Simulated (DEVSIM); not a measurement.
Structure: Schottky contact on p-type GaAs, at 400 K.

```csv
layer (left to right),material,thickness (μm),Na (cm⁻³),τn (s),τp (s)
1,GaAs,14.0,1.4e17,2.1e-9,2.1e-9
2,GaAs,4.60,1.9e18,2.1e-9,2.1e-9
```

Left contact: Schottky, work function 4.604 eV, emission velocity 3.2e6 cm/s. Right contact: ohmic. Voltage is applied to the left contact. Recombination: SRH at mid-gap, Auger. Mobility is constant in doping.

The device is made up for the run: typed textbook-type constants, with dimensions and the other settings drawn at random. Values at 300 K; Nc and Nv go as T^1.5, mobilities as T to minus their exponent, the gap by Varshni's rule with the affinity fixed.

```csv
parameter,GaAs
gap (eV),1.424
affinity (eV),4.07
permittivity,12.9
Nc (cm⁻³),4.7e17
Nv (cm⁻³),9e18
μn (cm²/Vs),8500
μp (cm²/Vs),400
T exponent of μn,2.1
T exponent of μp,2.2
Cn (cm⁶/s),1e-30
Cp (cm⁶/s),1e-30
Varshni α (eV/K),0.000541
Varshni β (K),204
```

Simulated with DEVSIM: 1D drift-diffusion, Boltzmann statistics, complete ionisation; no tunnelling, impact ionisation, image-force lowering or self-heating. Metal contacts follow the ideal Schottky-Mott rule: no Fermi-level pinning, no interface dipoles.

Task: Tabulate band edges, carrier densities and field at -1.15 V on the left contact.

Result: Energies count from the Fermi level of the right contact; mesh points crowd at the junctions.

```csv
x (μm),Ec (eV),Ev (eV),n (cm⁻³),p (cm⁻³),field (V/cm)
0.000,1.684,0.307,1.3e11,3.8e15,56000
0.03486,1.785,0.408,7.0e9,9.5e16,9100
0.1202,1.795,0.417,4.8e9,1.4e17,-390
0.3289,1.786,0.409,4.8e9,1.4e17,-410
1.124,1.754,0.377,4.7e9,1.4e17,-410
2.786,1.687,0.309,4.5e9,1.4e17,-410
6.854,1.522,0.144,4.1e9,1.4e17,-410
11.87,1.319,-0.059,1.0e10,1.4e17,-410
13.14,1.267,-0.110,3.4e10,1.4e17,-410
13.66,1.246,-0.132,6.1e10,1.4e17,-410
13.88,1.237,-0.140,7.7e10,1.4e17,-400
13.98,1.243,-0.134,6.5e10,1.9e17,7700
14.01,1.318,-0.059,7.3e9,1.7e18,12000
14.05,1.322,-0.055,6.4e9,1.9e18,-30
14.22,1.322,-0.055,6.1e9,1.9e18,-30
14.56,1.321,-0.056,5.7e9,1.9e18,-30
15.41,1.318,-0.059,4.5e9,1.9e18,-30
17.07,1.313,-0.064,2.2e9,1.9e18,-30
18.16,1.310,-0.067,6.6e8,1.9e18,-30
18.43,1.309,-0.068,2.5e8,1.9e18,-30
18.55,1.309,-0.068,8.2e7,1.9e18,-30
18.60,1.309,-0.068,< 1e2,1.9e18,-30
```
